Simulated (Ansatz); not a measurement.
The parent structure is GaN in the zinc blende structure (space group F-43m, No. 216).

```yaml
crystal:
  lattice:
    - [0.00000, 2.24908, 2.24908]
    - [2.24908, 0.00000, 2.24908]
    - [2.24908, 2.24908, 0.00000]
  atoms:
    - { symbol: N, position: [0.75000, 0.75000, 0.75000] }
    - { symbol: Ga, position: [0.00000, 0.00000, 0.00000] }
```

Cartesian axes are those of the cell as printed.

Method: r2SCAN (Ansatz, a quantum-chemistry and plane-wave program), no spin-orbit coupling, earlier PAW set.

Strains are applied to the cell and any free atomic positions relax; under stress the whole cell relaxes.

One change was made to it. Results:

| quantity | base | after |
|---|---|---|
| energy relative to the base (free energy F) | 0 meV/atom | +6.5 meV/atom |
| band gap | 2.17 eV | 2.26 eV |
| gap character | direct at Γ | direct at Γ |

### Question
Name the change that was made.
(A) isotropic strain −2.10 %
(B) strain tensor (xx, yy, zz, yz, xz, xy) = (+1.25, +0.78, −0.36, −0.16, −0.86, −0.28) %
(C) uniaxial strain ε_yy = −2.52 %
(D) uniaxial stress, 1 GPa tension along z

### Answer
C, uniaxial strain ε_yy = −2.52 %. For comparison, the band gap in the other runs: strain tensor (xx, yy, zz, yz, xz, xy) = (+1.25, +0.78, −0.36, −0.16, −0.86, −0.28) % gives 1.98 eV; uniaxial stress, 1 GPa tension along z gives 2.15 eV; isotropic strain −2.10 % gives 2.60 eV.

Stability under load was not tested beyond the relaxation. This is not the structure that GaN has at room temperature and ambient pressure. k-point labels follow each cell's own Brillouin zone.
